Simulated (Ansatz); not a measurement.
PBE against r2SCAN: CoPdO2, pressure 9 GPa

The reference is CoPdO₂ (space group R-3m, No. 166; a = 2.8619 Å, c = 17.8341 Å (hexagonal axes); non-magnetic).

(Cell as relaxed with PBE.)

Levels (all Ansatz, an electronic-structure program, PAW): PBE (420 eV, no SOC); r2SCAN (500 eV, spin-orbit coupling left out).

Each level relaxes its own structure.

```
base                      PBE    r2SCAN
-------------------  --------  --------
volume per atom      10.54 Å³  10.23 Å³
lattice parameter a   2.862 Å   2.826 Å
band gap                 zero      zero
```

Modification: a hydrostatic pressure of 9 GPa.

```
quantity                           PBE   r2SCAN
-----------------------------  -------  -------
c/a ratio                        6.294    6.338
shortest interatomic distance  1.888 Å  1.872 Å
```

PBE's c/a ratio lies 0.044 below r2SCAN's; PBE's shortest interatomic distance lies 0.016 Å above r2SCAN's (0.8 %). Neither level is exact; r2SCAN is the comparison here, not a measurement.

Load acts through the strain it causes; cell and atoms are relaxed under it. No phonon test of stability was made. Competing high-pressure phases were not computed. Starting moments died away, wholly or in part, for the base; another magnetic solution may exist. No Hubbard U is applied and the magnetic state is the run's own (CoPdO2 not spin-polarised; CoPdO2 non-magnetic); small cells can't hold the antiferromagnetic order that many such compounds have, so gaps and moments can be off. The final runs are not spin-polarised. An odd electron count without spin: CoPdO2.
